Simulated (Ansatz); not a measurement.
Ansatz (a quantum-chemistry and plane-wave program) run on a (001) slab of LuP (cut from a parent of space group no. 225; 8 atoms in the cell): self-consistent single point.

Level of theory: LDA (PW92), default PAW files made with PBE (plane waves; Ansatz).

The change in words: vacuum of 6 angstrom (first run: 14 Å); efield.axis: default → 3; efield.dipole_correction: default → true. Reference geometry:
```yaml
crystal:
  lattice:
    - [3.88632, 0.00000, 0.00000]
    - [-3.88632, 3.88632, 0.00000]
    - [0.00000, 0.00000, 22.24411]
  atoms:
    - { symbol: Lu, position: [0.00000, 0.00000, 0.43823] }
    - { symbol: Lu, position: [0.00000, 0.50000, 0.31469] }
    - { symbol: Lu, position: [0.00000, 0.00000, 0.68531] }
    - { symbol: Lu, position: [0.00000, 0.50000, 0.56177] }
    - { symbol: P, position: [0.00000, 0.50000, 0.43823] }
    - { symbol: P, position: [0.00000, 0.00000, 0.31469] }
    - { symbol: P, position: [0.00000, 0.50000, 0.68531] }
    - { symbol: P, position: [0.00000, 0.00000, 0.56177] }
```

Reference input (self-consistent single point, DFT, LDA (PW92), plane waves, default PAW files made with PBE): basis.ecutwfc = 420 eV; kpoints.mp_grid.grid = 7 7 1; hamiltonian.xc = lda; hamiltonian.pseudopotentials = {kind: paw} (the program's default PAW files); scf.occupations.method = fermi_dirac; scf.occupations.width = 0.1 eV. This run's input differs from it in these lines:

Ansatz 0.2 input:
```diff
@@ -4,12 +4,12 @@
     - [-3.886324, 3.886324, 0.000000]
-    - [0.000000, 0.000000, 22.244107]
+    - [0.000000, 0.000000, 14.244111]
   atoms:
-    - { symbol: Lu, position: [0.000000, 0.000000, 0.438228] }
-    - { symbol: Lu, position: [0.000000, 0.500000, 0.314690] }
-    - { symbol: Lu, position: [0.000000, 0.000000, 0.685310] }
-    - { symbol: Lu, position: [0.000000, 0.500000, 0.561772] }
-    - { symbol: P, position: [0.000000, 0.500000, 0.438228] }
-    - { symbol: P, position: [0.000000, 0.000000, 0.314690] }
-    - { symbol: P, position: [0.000000, 0.500000, 0.685310] }
-    - { symbol: P, position: [0.000000, 0.000000, 0.561772] }
+    - { symbol: Lu, position: [0.000000, 0.000000, 0.403535] }
+    - { symbol: Lu, position: [1.000000, 0.500000, 0.210613] }
+    - { symbol: Lu, position: [0.000000, 0.000000, 0.789387] }
+    - { symbol: Lu, position: [1.000000, 0.500000, 0.596465] }
+    - { symbol: P, position: [1.000000, 0.500000, 0.403535] }
+    - { symbol: P, position: [0.000000, 0.000000, 0.210613] }
+    - { symbol: P, position: [1.000000, 0.500000, 0.789387] }
+    - { symbol: P, position: [0.000000, 0.000000, 0.596465] }
 basis:
@@ -23,2 +23,5 @@
     kind: paw
+efield:
+  axis: 3
+  dipole_correction: true
 scf:
@@ -30,3 +33,2 @@
   eigenvalues: true
-  stress: true
```

Output (repeated stretches shortened):

```
SCF iter   1: F=—  HF=-60886.709949 eV  |F-HF|=—  |Δ(HF+E_count)|=         —  Δρ=4.56e-3  dr2=9.73e-2  ethr=1.77e-3  p=0.000 e·Å  D=1.19e-13 V/Å  ΔV_dip=-0.00 eV  dr2_dipole=5.83e-10  V_vac-E_F(+/−)=2.71/3.01 eV  ⟨swp⟩=9.0  Hψ=3297  notcnv=0  defer=1
all-band conjugate gradients solve this SCF's bands
efield: sawtooth ramp at fractional position 0.9500 (placed from the atoms, in the widest stretch of the axis that holds none …
   [... lines left out ...]
WARN: efield: at this solve's end the planar-averaged density reaches 5.55e-2 e/Å³ inside the ramp window [0.8798, 0.1202] (bound 1e-5 e/Å³) …
SCF 1 converged in 9 iterations: F = -60886.684865 eV  dr2 = 5.51e-9
Free energy (F): -60886.684865 eV
Internal energy: -60886.660176 eV  (E = F + TS)
E sigma→0 (E₀):  -60886.672520 eV
Entropy (-TS):   -0.024689 eV (-3.086 meV/atom)
Fermi energy:    8.826605 eV
Dipole field:    D = 0.000001 V/Å  (p = 0.000001 e·Å, saw-weighted, corrected)
Work function:   Φ+ = withheld (plateau slope 5.0e0 eV/Å)   Φ− = withheld (plateau slope 3.5e0 eV/Å)
Levels:          The Fermi level and band energies are counted from a zero that moves with the ramp; work functions are not
Vacuum region:   at the solve's end the planar-averaged density reaches 5.55e-2 e/Å³ inside the ramp window [0.8798, 0.1202] (bound 1e-5 e/Å³)
--- Forces (eV/Å), atoms counted from 1 ---
  atom   1  Lu     0.00000000     0.00000000     0.06909947
  atom   2  Lu     0.00000000     0.00000000     1.02797538
  atom   3  Lu    -0.00000000     0.00000000    -1.02797550
  atom   4  Lu    -0.00000000     0.00000000    -0.06909872
  atom   5  P      0.00000000     0.00000000    -0.23012215
  atom   6  P      0.00000000     0.00000000    -0.38310864
  atom   7  P     -0.00000000     0.00000000     0.38310718
  atom   8  P     -0.00000000     0.00000000     0.23012191
```

The run converged in 9 iterations. Against the reference run the free energy is nearly the same (within 1 meV/atom) and the largest force goes from 1.016 to 1.028 eV/Å.

The starting cell comes from a database of computed structures (which also holds hypothetical and non-ambient phases and stackings), without a prior relaxation at this level. The slab is cut from that crystal, and its faces are unrelaxed. Its lattice was rescaled by up to half a per cent. Spin polarisation is off, though cut faces can carry moments. Forces in this geometry exceed 1 eV/Å.
